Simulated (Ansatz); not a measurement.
NdC₂ (I4/mmm, No. 139) was calculated with r²SCAN+rVV10 (PAW; Ansatz, an electronic-structure program).

Run with plane-wave cutoff 500 eV, 14×14×14 k mesh, Fermi–Dirac smearing 0.05 eV, spin-polarised start, scalar-relativistic PAW data made under PBE.

Computed at the level's own relaxed cell.

What does this level give for the equilibrium volume per atom, equilibrium lattice constant a and c axis length?


- equilibrium volume per atom: 15.59 Å³/atom
- equilibrium lattice constant a: 3.825 Å
- c axis length: 6.395 Å

Note: the magnetic order was assumed, not searched for or taken from measurement; the 4f shell is treated without U or exact exchange, so its levels and filling can be wrong.

Spin–orbit coupling is not included.

The computed numbers hold no vibrational or temperature effects.
